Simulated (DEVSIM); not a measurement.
System: Schottky contact on n-type GaP, at 300 K.

Layer 1 from the left is GaP, thickness (μm) 6.00, Nd (cm⁻³) 1.9e17, τn (s) 3.6e-7, τp (s) 3.6e-7. Layer 2 from the left is GaP, thickness (μm) 32.0, Nd (cm⁻³) 7.5e17, τn (s) 3.6e-7, τp (s) 3.6e-7.

Left contact: Schottky, work function 4.98 eV, emission velocity 5.8e6 cm/s. Right contact: ohmic. Voltage is applied to the left contact. Recombination: SRH at mid-gap, Auger. Mobility is μmin + (μ − μmin)/(1 + (N/Nref)^α).

Constants are typed, rounded textbook-type inputs, not results; the design itself was drawn at random and stands for no fabricated device. Values at 300 K.

GaP: gap (eV) 2.26, affinity (eV) 3.8, permittivity 11.1, Nc (cm⁻³) 1.8e19, Nv (cm⁻³) 1.9e19, μn (cm²/Vs) 250, μp (cm²/Vs) 150, μn,min 10, μp,min 10, Nref,n 4.4e18, Nref,p 1e18, αn 0.8, αp 0.85, Cn (cm⁶/s) 1e-30, Cp (cm⁶/s) 1e-30.

Model (solved in DEVSIM): 1D drift-diffusion, Boltzmann statistics, complete ionisation; no tunnelling, impact ionisation, image-force lowering or self-heating. Metal contacts follow the ideal Schottky-Mott rule: no Fermi-level pinning, no interface dipoles.

Dark forward current:

| |V| (V) | |J| (A/cm²) |
|---|---|
| 0.05 | 1.349e-12 |
| 0.10 | 1.065e-11 |
| 0.15 | 7.485e-11 |
| 0.20 | 5.176e-10 |
| 0.25 | 3.570e-9 |
| 0.30 | 2.461e-8 |
| 0.35 | 1.696e-7 |
| 0.40 | 1.168e-6 |
| 0.45 | 8.039e-6 |
| 0.50 | 5.530e-5 |
| 0.55 | 0.0003800 |
| 0.60 | 0.002609 |
| 0.65 | 0.01788 |
| 0.70 | 0.1222 |
| 0.75 | 0.8286 |
| 0.80 | 5.416 |
| 0.85 | 29.85 |
| 0.90 | 106.4 |
| 0.95 | 238.8 |
| 1.00 | 405.1 |
| 1.05 | 590.1 |
| 1.10 | 786.1 |
| 1.15 | 989.1 |
| 1.20 | 1197 |
| 1.25 | 1408 |
| 1.30 | 1622 |

Problem. Work out the local ideality factor n = ΔV / (kT/q · ln(J2/J1)) between the rows 0.15 and 0.20 V, 1.25 and 1.30 V.

Solution. kT/q = 25.85 mV. From 0.15 to 0.20 V: ln(5.176e-10/7.485e-11) = 1.934, n = 1.00, near the 1 of diffusion or emission over a barrier. From 1.25 to 1.30 V: ln(1622/1408) = 0.141, n = 13.67; the layers' resistance at their doping, Σ W/(qμN) = 0.00022 Ω cm², would take 46 mV of this step of 50 mV.

Problem. Estimate the current at 0.45 V for emission alone, J0 = q v N_band exp(−φB/kT), and read the barrier back from the simulated current.

Solution. φB = 1.180 eV, N_band = 1.80e19 cm⁻³, J0 = 2.50e-13 A/cm²; J = J0 (exp(qV/kT) − 1) = 9.10e-6 A/cm². The simulation gives 8.04e-6 A/cm²; the estimate lies 13 % above. Read backwards, the simulated current gives an apparent barrier of 1.183 eV. The estimate leaves out transport through the depletion region and minority injection.
